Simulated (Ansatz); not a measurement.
Consider PbO (space group P4/nmm, No. 129).

```yaml
crystal:
  lattice:
    - [3.96959, 0.00000, 0.00000]
    - [0.00000, 3.96959, 0.00000]
    - [0.00000, 0.00000, 4.70543]
  atoms:
    - { symbol: Pb, position: [0.50000, 0.00000, 0.74936] }
    - { symbol: Pb, position: [0.00000, 0.50000, 0.25064] }
    - { symbol: O, position: [0.50000, 0.50000, 0.00000] }
    - { symbol: O, position: [0.00000, 0.00000, 0.00000] }
```

Cartesian axes are those of the cell as printed.

Computed with PBEsol-D3(BJ)/PAW in Ansatz (a quantum-chemistry and plane-wave program), spin-orbit coupling left out.

Modification: uniaxial strain ε_zz = +1.80 %, all other strain components held at zero; the atoms relax in the strained cell.

### Question
What does the calculation give for the energy relative to the base after the change?

### Answer
The energy rises by 0.6 meV/atom.

### Question
Estimate the effect on the stress.

### Answer
The stress (xx, yy, zz, yz, xz, xy; compression positive) comes out as (-0.41, -0.41, -0.53, 0.00, 0.00, 0.00) GPa.

Whether these cells are dynamically stable was not tested.
